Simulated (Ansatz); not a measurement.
Consider CdS in the zinc blende structure (space group F-43m, No. 216; a = 5.8777 Å).

All numbers come from r2SCAN (Ansatz, a program for electronic structure; PAW; 500 eV plane waves; no spin-orbit coupling).

Strains are applied to the cell and any free atomic positions relax.

One change was made to it. Results:

| quantity | base | after |
|---|---|---|
| electron mass | 0.15 mₑ (at Γ) | 0.15 mₑ (at Γ) |
| width of the top valence band | 2.16 eV | 2.22 eV |
| hole mass (degenerate bands, along [100]) | 0.16, 0.78, 0.78 mₑ (at Γ) | 0.17, 0.77, 0.77 mₑ (at Γ) |
| mean gap deformation potential ΔEg/Δln V | – | -2.3 eV |

Name the change that was made.
(A) isotropic strain −2.00 %
(B) isotropic strain −2.50 %
(C) isotropic strain −1.50 %
(D) isotropic strain −0.50 %

D, isotropic strain −0.50 %. For comparison, the electron mass in the other runs: isotropic strain −1.50 % gives 0.16 mₑ (at Γ); isotropic strain −2.50 % gives 0.16 mₑ (at Γ); isotropic strain −2.00 % gives 0.16 mₑ (at Γ).

Masses are band curvatures over ±0.01 Å⁻¹ around the edge. Whether these cells are dynamically stable was not tested.
